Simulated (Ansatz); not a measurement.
The starting structures come from a database of crystals and need not be the phases stable at ambient conditions.

# Evanescent states of YOF (P4/nmm, not sure to be the ambient phase, 6 atoms a cell, 13.3 Å³ an atom, -2 GPa at this level) along the normal of (111)

Calculation: PBEsol (plane waves, PAW; Ansatz, an electronic-structure program).

The gap is the functional's own. No spin-orbit coupling. Mid-gap values are interpolated on the energy grid.

Energies count from the valence-band top; κ is the least over a 6×6 mesh across the current.

| E (eV) | κ (1/Å) | where |
|---|---|---|
| 0.12 | 0.167 | off Γ |
| 0.34 | 0.272 | Γ |
| 0.57 | 0.307 | Γ |
| 0.81 | 0.333 | Γ |
| 1.03 | 0.352 | Γ |
| 1.26 | 0.367 | Γ |
| 1.50 | 0.378 | Γ |
| 1.73 | 0.385 | Γ |
| 1.96 | 0.390 | Γ |
| 2.19 | 0.392 | Γ |
| 2.42 | 0.391 | Γ |
| 2.65 | 0.387 | Γ |
| 2.88 | 0.381 | Γ |
| 3.10 | 0.373 | Γ |
| 3.33 | 0.361 | Γ |
| 3.56 | 0.345 | Γ |
| 3.79 | 0.326 | Γ |
| 4.03 | 0.301 | Γ |
| 4.25 | 0.269 | Γ |
| 4.49 | 0.226 | Γ |
| 4.71 | 0.163 | Γ |

### Question
How thick must the barrier be to attenuate the transmission by 10^8 when the electrodes' Fermi level lies at 4.49 eV, and what attenuation does that film give at 4.71 eV?

### Answer
d = 8 ln 10 / (2 × 0.226) = 40.8 Å. At 4.71 eV it gives 8 × 0.163/0.226 = 5.8 decades.
